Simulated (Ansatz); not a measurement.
## How far a parabola holds: energy against volume of zinc-blende BeS

Results of r²SCAN in Ansatz (plane waves, PAW) for zinc-blende BeS. Run with plane-wave cutoff 560 eV, 12×12×12 k mesh, Fermi–Dirac smearing 0.01 eV, scalar-relativistic PAW data made under PBE. The cell has no free parameter but its volume, all volumes share cutoff and mesh, and the runs aren't spin-polarised. Energies are free energies at the run's smearing, counted from the lowest row; static lattice.

| V (Å³/atom) | E (meV/atom) |
|---|---|
| 13.559 | ? |
| 13.848 | 7.50 |
| 14.136 | 1.82 |
| 14.425 | 0.00 |
| 14.713 | 1.70 |
| 15.002 | 6.59 |

**Question.** Using a parabola, estimate the missing E at V = 13.559 from the other rows, showing the fit.

**Answer.** With u = V - 14.4, the rows have u = -0.5520, -0.2640, 0.0250, 0.3130, 0.6020. Least squares gives E = 0.029 - 1.726·u + 21.163·u². Residuals (row less fit): 0.070, -0.140, 0.001, 0.138, -0.070; standard error 0.155 (degrees of freedom: 2). The fitted curve has its minimum at V = 14.4, where E = -0.01. Its curvature is d²E/dV² = 2 × 21.163 meV/Å⁶, so B = V0·d²E/dV² × 0.1602 = 97.9 GPa. At the withheld row, u = -0.8410, so E = 0.029 - 1.726 × (-0.8410) + 21.163 × (-0.8410)² = 16.449 meV/atom. The calculation gives 17.43 meV/atom, 0.981 meV/atom above the prediction (5.6 % of the range of E in the table). The row lies outside the fitted rows, so this is an extrapolation. From the scatter of the fitted rows alone, a prediction at this place has a standard error of 0.368 meV/atom, so the miss is 2.7 times that.

The residuals are curvature that a parabola lacks, not noise. A solid that stiffens under compression and softens on expansion lies above the parabola at the compressed end and under it at the expanded end, as this row does. A third-order Birch-Murnaghan fit to the whole scan has B0 = 97.5 GPa. Only scans are tabulated whose curvature falls smoothly with volume, and where the parabola meets the shown rows within 5 % of their range and misses the end by 0.1 meV or more.

Measured, for comparison: bulk modulus 105 GPa (room temperature, not corrected to a static lattice; as tabulated in Narayana, Nesamony, Ruoff, Phys. Rev. B 56, no. 22 (1997)). Computed less measured: bulk modulus -7 %.

Ansatz is a quantum-chemistry and plane-wave program.
